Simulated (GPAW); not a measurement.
## GPAW run on In (I4/mmm, 1 atom in the cell): self-consistent single point

Level of theory: PBE, LCAO dzp, GPAW PAW datasets PBE (gpaw-data 1.0.1) (GPAW).

Input:

```python
from ase import Atoms
from gpaw import GPAW, FermiDirac

atoms = Atoms(['In'],
              cell=[[-1.629875, 1.629875, 2.482425],
                    [1.629875, -1.629875, 2.482425],
                    [1.629875, 1.629875, -2.482425]],
              positions=[[0.000000, 0.000000, 0.000000]],
              pbc=True)

calc = GPAW(mode='lcao',
            h=0.2,
            basis='dzp',
            xc='PBE',
            kpts=(7, 7, 7),
            occupations=FermiDirac(0.1),
            convergence={'density': 1e-05, 'energy': 1e-05},
            symmetry={'symmorphic': False, 'tolerance': 0.0005},
            maxiter=100,
            txt='-')

atoms.calc = calc

energy = atoms.get_potential_energy()
print('Energy (eV):', round(energy, 6))
forces = atoms.get_forces()
print('Forces (eV/Ang):')
print(forces.round(5))
```

Output (repeated stretches shortened):

```
Input parameters:
  basis: dzp
  convergence: {density: 1e-05,
                energy: 1e-05}
  h: 0.2
  kpts: [7 7 7]
  maxiter: 100
  mode: lcao
  occupations: {fixmagmom: False,
                name: fermi-dirac,
                width: 0.1}
  symmetry: {symmorphic: False,
             tolerance: 0.0005}
  xc: PBE

species:
  In:
    name: Indium
    Z: 49.0
    valence: 13
    core: 36
    charge: 0.0
    file: In.PBE.gz

    # LCAO basis set for In:
    #   Name: dzp
    #   File: In.dzp.basis.gz
    #   Number of radial functions: 7
    #   Number of spherical harmonics: 23
    #     l=0, rc=7.7188 Bohr: 5s-sz confined orbital
    #     l=1, rc=10.7500 Bohr: 5p-sz confined orbital
    #     l=2, rc=4.4219 Bohr: 4d-sz confined orbital
    #     l=0, rc=4.5312 Bohr: 5s-dz split-valence wave
    #     l=1, rc=6.4688 Bohr: 5p-dz split-valence wave
    #     l=2, rc=2.7344 Bohr: 4d-dz split-valence wave
    #     l=2, rc=10.7500 Bohr: d-type Gaussian polarization
    #   Number of RI-basis functions 0

Reference energy: -159975.419660  # eV

Spin-paired calculation

Convergence criteria:
 Maximum [total energy] change in last 3 cyles: 1e-05 eV / valence electron
 Maximum integral of absolute [dens]ity change: 1e-05 electrons / valence electron
 Maximum integral of absolute [eigenst]ate change: 4e-08 eV^2 / valence electron
 Maximum number of scf [iter]ations: 100

Symmetries present (total): 16
Symmetries with fractional translations: 0
343 k-points: 7 x 7 x 7 Monkhorst-Pack grid
40 k-points in the irreducible part of the Brillouin zone
       k-points in crystal coordinates                weights
   0:     0.00000000    0.00000000    0.00000000          1/343
   1:     0.14285714   -0.14285714    0.00000000          4/343
   2:     0.14285714   -0.14285714    0.14285714          4/343
   [... 7 lines left out ...]
          ...
  39:     0.42857143    0.42857143    0.42857143          8/343

Wave functions: LCAO
  Diagonalizer: Serial LAPACK
  Atomic Correction: dense with blas
  Data-type: complex

Occupation numbers: Fermi-Dirac:
  width: 0.1000  # eV

Eigensolver
   LCAO using direct dense diagonalizer

Densities:
  Coarse grid: 12*12*12 grid
  Fine grid: 24*24*24 grid
  Total Charge: 0.000000

Density mixing:
  Method: separate
  Backend: pulay
  Linear mixing parameter: 0.05
  old densities: 5
  Damping of long wavelength oscillations: 50

Hamiltonian:
  XC and Coulomb potentials evaluated on a 24*24*24 grid
  Interpolation: tri-quintic (5. degree polynomial)
  Poisson solver: FastPoissonSolver using
    Stencil: 12*3+1=37 point O(h^6) finite-difference Laplacian
    FFT axes: [np.int64(0), np.int64(1), np.int64(2)]
    FST axes: []

XC parameters: PBE with 2 nearest neighbor stencil

Number of atoms: 1
Number of atomic orbitals: 23
Number of bands in calculation: 9
Number of valence electrons: 13
Bands to converge: occupied

Density initialized from atomic densities

       In

Atomic positions and initial magnetic moments

Positions:
   0 In     0.000000    0.000000    0.000000    ( 0.0000,  0.0000,  0.0000)

Unit cell:
           periodic     x           y           z      points  spacing
  1. axis:    yes   -1.629875    1.629875    2.482425    12     0.2271
  2. axis:    yes    1.629875   -1.629875    2.482425    12     0.2271
  3. axis:    yes    1.629875    1.629875   -2.482425    12     0.1921

  Lengths:   3.387539   3.387539   3.387539
  Angles:  122.480441 122.480441  85.754892

Effective grid spacing dv^(1/3) = 0.2481

     iter     time        total  log10-change:
                         energy   eigst   dens
iter:   1 --:--:--    -2.378946        c
iter:   2 --:--:--    -2.361978        c -1.48
iter:   3 --:--:--    -2.307956        c -1.51
iter:   4 --:--:--    -2.286531        c -2.16
iter:   5 --:--:--    -2.280452        c -2.49
iter:   6 --:--:--    -2.280456        c -3.70
iter:   7 --:--:--    -2.280443c       c -3.75
iter:   8 --:--:--    -2.280443c       c -5.42c

Converged after 8 iterations.

Dipole moment: (-0.539823, -0.539823, -1.138962) |e|*Ang

Energy contributions relative to reference atoms: (reference = -159975.419660)

Kinetic:         +3.955945
Potential:       -3.086720
External:        +0.000000
XC:              -3.463838
Entropy (-ST):   -0.017587
Local:           +0.322964
SIC:             +0.000000
--------------------------
Free energy:     -2.289236
Extrapolated:    -2.280443

Showing only first 2 kpts
 Kpt  Band  Eigenvalues  Occupancy
  0     4     -7.51000    2.00000
  0     5     -2.58925    2.00000
  0     6     17.50406    0.00000
  0     7     17.50749    0.00000

  1     4     -7.53417    2.00000
  1     5     -1.96520    2.00000
  1     6     14.89730    0.00000
  1     7     15.19424    0.00000

Fermi level: 6.77765

No gap
No difference between direct/indirect transitions
Energy (eV): -2.280443

Forces in eV/Ang:
  0 In    0.00000   -0.00000    0.00000
```

The run converged in 8 iterations.

The starting cell has typed, rounded lattice constants, without a prior relaxation at this level. Its lattice was rescaled by up to half a per cent. Values carry the incompleteness of an atom-centred basis.

Cost on one core of a shared machine: roughly 50 s.
